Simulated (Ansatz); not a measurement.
Take BeS in the zinc blende structure (space group F-43m, No. 216) as the base.

```
CELL_PARAMETERS angstrom
      0.00000     2.43431     2.43431
      2.43431     0.00000     2.43431
      2.43431     2.43431     0.00000
ATOMIC_POSITIONS crystal
  Be 0.00000 0.00000 0.00000
  S  0.25000 0.25000 0.25000
```

Cartesian axes are those of the cell as printed.

The values are results of r2SCAN in Ansatz (plane waves to 500 eV, PAW, no spin-orbit coupling), not measurements.

Now apply this change: the cell is compressed by 1.50 % along z with no lateral relaxation; the atoms relax in the strained cell.

Q: Predict the stress tensor and what it implies for the stiffness.

A: Stress of the strained cell less that of the base (GPa, compression positive):
```
   1.01    0.00    0.00
   0.00    1.01    0.00
   0.00    0.00    2.51
```

Then −Δσ_ii/ε with ε = -0.0150 gives secant stiffness values (nonlinear terms included at this strain): C33 ≈ 167 GPa, C13 ≈ 68 GPa and C23 ≈ 68 GPa.

Whether these cells are dynamically stable was not tested.

Ansatz is a first-principles code.
